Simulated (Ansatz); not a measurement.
Results of LDA (PAW; Ansatz, an electronic-structure program) for ZnS (R3m, No. 160, 36 atoms in the cell; start mp-1202959; a measured phase of this formula has another space group).

Settings: plane-wave cutoff 520 eV, 8×8×8 k mesh, Fermi–Dirac smearing 0.01 eV, scalar-relativistic PAW data made under PBE.

Cell (relaxed at this level):

```xyz
36
Lattice="1.8717 1.0806 55.0969 -1.8717 1.0806 55.0969 0.0000 -2.1612 55.0969" Properties=species:S:1:pos:R:3 pbc="T T T"
Zn     0.0000     0.0000     0.0073
Zn     0.0000     0.0000     9.1826
Zn     0.0000     0.0000    21.4275
Zn     0.0000     0.0000    30.6081
Zn     0.0000     0.0000    39.7900
Zn     0.0000     0.0000    52.0387
Zn     0.0000     0.0000    61.2206
Zn     0.0000     0.0000    70.4012
Zn     0.0000     0.0000    79.5832
Zn     0.0000     0.0000    91.8280
Zn     0.0000     0.0000   101.0085
Zn     0.0000     0.0000   113.2586
Zn     0.0000     0.0000   122.4350
Zn     0.0000     0.0000   128.5635
Zn     0.0000     0.0000   137.7387
Zn     0.0000     0.0000   143.8673
Zn     0.0000     0.0000   153.0423
Zn     0.0000     0.0000   159.1705
S      0.0000     0.0000     2.2992
S      0.0000     0.0000    11.4756
S      0.0000     0.0000    23.7205
S      0.0000     0.0000    32.9059
S      0.0000     0.0000    42.0830
S      0.0000     0.0000    54.3365
S      0.0000     0.0000    63.5136
S      0.0000     0.0000    72.6990
S      0.0000     0.0000    81.8762
S      0.0000     0.0000    94.1210
S      0.0000     0.0000   103.3062
S      0.0000     0.0000   115.5517
S      0.0000     0.0000   124.7277
S      0.0000     0.0000   130.8554
S      0.0000     0.0000   140.0314
S      0.0000     0.0000   146.1591
S      0.0000     0.0000   155.3349
S      0.0000     0.0000   161.4621
```

### Question
Give the computed band gap.

### Answer

* **band gap**: 2.14 eV (direct)

Computed values are for the static lattice.

A start named mp-… is a Materials Project structure, which need not be a measured phase.
